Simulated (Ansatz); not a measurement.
Results of PBEsol (Ansatz, a first-principles code, plane waves, PAW) for MoP (model structure, started from the CsCl type, Pm-3m, No. 221, 2 atoms in the cell).

Run with plane-wave cutoff 520 eV, 18×18×18 k mesh, Fermi–Dirac smearing 0.05 eV, no spin polarisation, scalar-relativistic PAW data made under PBE.

Cell (relaxed at this level):

```cif
data_MoP
_chemical_formula_sum 'Mo1 P1'
_space_group_name_H-M_alt 'P 1'
_space_group_IT_number 1
_cell_length_a 2.97435
_cell_length_b 2.97435
_cell_length_c 2.97435
_cell_angle_alpha 90.000
_cell_angle_beta 90.000
_cell_angle_gamma 90.000
loop_
_space_group_symop_operation_xyz
  'x, y, z'
loop_
_atom_site_label
_atom_site_type_symbol
_atom_site_fract_x
_atom_site_fract_y
_atom_site_fract_z
_atom_site_occupancy
Mo1 Mo 0.00000 0.00000 0.00000 1
P1 P 0.50000 0.50000 0.50000 1
```

Task: What does this level give for the bulk modulus B0?

Result: 
* **bulk modulus B0**: 256 GPa

Note: the run has no spin polarisation, so it can have missed a magnetic state; the bulk modulus is −V dP/dV from two relaxed cells at ±2 % in volume; the relaxation could raise the start's symmetry but not lower it, so the cell can be a saddle point.

Static lattice: no zero-point or thermal effects.

A model structure was made by putting elements into a prototype or built by hand; it is no filed structure, need not be a known phase, and can be a saddle point held by its symmetry.
